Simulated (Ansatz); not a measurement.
Parameter sweep on TiC (Fm-3m, 2 atoms in the cell)

```yaml
crystal:
  lattice:
    - [0.00000, 2.21878, 2.21878]
    - [2.21878, 0.00000, 2.21878]
    - [2.21878, 2.21878, 0.00000]
  atoms:
    - { symbol: Ti, position: [0.00000, 0.00000, 0.00000] }
    - { symbol: C, position: [0.50000, 0.50000, 0.50000] }
```

Base run A: PBE, PAW files run with Ansatz (a quantum-chemistry and plane-wave program), self-consistent single point.

Its settings: basis.ecutwfc = 30.9 Ry; kpoints.mp_grid.grid = 13 13 13; hamiltonian.xc = pbe; hamiltonian.pseudopotentials = {kind: paw} (an earlier, softer set of the program's PAW files); scf.occupations.method = cold; scf.occupations.width = 0.0073 Ry.

The starting cell comes from a database of computed structures (which also holds hypothetical and non-ambient phases and stackings), without a prior relaxation at this level. Its lattice was rescaled by a random factor within 2.5 % of one. Spin polarisation is off. In the base run, with a pressure of about -16 GPa the cell is away from its equilibrium volume at this level. Ansatz's pressure includes its estimate of the finite-basis (Pulay) stress.

ΔF is the free energy per atom less that of run A. 

```tsv
run	scf.mixing.algorithm, scf.mixing.ndim	ΔF (meV/atom)	pressure (GPa)	iterations
A	default (the program chose MSR1), default	0.00	-15.55	7
B	anderson, default	0.00	-15.55	7
C	anderson, 4	0.00	-15.55	10
D	broyden, default	0.00	-15.55	7
E	broyden, 20	0.00	-15.55	7
F	msr1, default	0.00	-15.55	8
G	msr1, 2	0.00	-15.55	11
```

Runs B, C, D, E, F, G gave the same state as A (within 1 meV/atom). The fewest iterations to that state were 7 (A, B, D, E); the most were 11.

Keys are those of Ansatz 0.2.
